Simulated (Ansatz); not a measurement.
For CsCl-type CuPd, LDA in Ansatz (PAW) gives:

```
Property                                 Value
------------------------------  --------------
equilibrium lattice constant a         2.930 Å
formation enthalpy              -0.105 eV/atom
```

What does r²SCAN (Ansatz, a first-principles code, plane waves, PAW) give for the same quantities?


- lattice constant a: 2.980 Å (goes up by 1.7 %)
- formation enthalpy: -0.129 eV/atom (moves by -0.024 eV/atom)

For comparison: lattice constant a 2.988 Å (measured, temperature not stated, copied from a table, unchecked, no zero-point or thermal correction; as tabulated in Crystal Structures 1, 85 (1963)).

Changes are worked out from the printed values.

Unless a cell is named, each level is at its own relaxed cell (LDA 12.58, r²SCAN 13.23 Å³/atom).

The crystal itself was run without spin with LDA, r²SCAN; a magnetic state was not tried in these runs.

Ansatz's density-functional and Hartree–Fock values are scalar-relativistic unless marked +SOC, with PAW data made under PBE.
